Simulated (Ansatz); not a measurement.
## AlN: response to strain

Take AlN in the zinc blende structure (space group F-43m, No. 216; a = 4.3423 Å) as the base.

Strains are applied to the cell and any free atomic positions relax.

Level of theory: DFT with LDA, PAW potentials and a 420 eV plane-wave cutoff in Ansatz (a first-principles code), spin-orbit coupling left out.

Candidates:
(a) isotropic strain −2.50 %
(b) isotropic strain +2.00 %
(c) isotropic strain −0.50 %
(d) isotropic strain −3.00 %
(e) isotropic strain +2.50 %

Notes on the quantities. energy relative to the base: free energy F.

Order them by energy relative to the base, lowest first.

(c) isotropic strain −0.50 % (+1.5 meV/atom), (b) isotropic strain +2.00 % (+23 meV/atom), (e) isotropic strain +2.50 % (+35 meV/atom), (a) isotropic strain −2.50 % (+41 meV/atom), (d) isotropic strain −3.00 % (+59 meV/atom)

Stability against distortions was not tested. This is not the structure that AlN has at room temperature and ambient pressure.
